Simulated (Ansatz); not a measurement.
**What pressure −2 GPa does to hypothetical rock salt GaAs**

The parent structure is GaAs in the rock salt structure (space group Fm-3m, No. 225; a = 5.315 Å; a hypothetical phase, not in the database extracts checked).

One thing is altered: hydrostatic tension (pressure −2 GPa).

Computed with PBE-D3(BJ) (Ansatz, an electronic-structure program; PAW; 420 eV plane waves; spin-orbit coupling left out). k-mesh 15×15×15 (Γ-centred); smearing 0.05 eV (Fermi–Dirac).

```json
[
 {"quantity": "volume per atom", "base": "18.77 Å³", "changed": "19.28 Å³", "shift": "+0.51 Å³"},
 {"quantity": "density", "base": "6.40 g/cm³", "changed": "6.23 g/cm³", "shift": "-0.17 g/cm³"},
 {"quantity": "lattice parameter a", "base": "5.315 Å", "changed": "5.363 Å", "shift": "+0.048 Å"},
 {"quantity": "shortest interatomic distance", "base": "2.657 Å", "changed": "2.681 Å", "shift": "+0.024 Å"},
 {"quantity": "enthalpy H = E + PV relative to the base's energy", "base": "–", "changed": "-0.24 eV/atom", "shift": "–"},
 {"quantity": "band gap", "base": "zero", "changed": "zero", "shift": "–"}
]
```

Load acts through the strain it causes; cell and atoms are relaxed under it. Stability against distortions was not tested. The base started in Pnma and relaxed to Fm-3m at this level. The final runs are not spin-polarised.
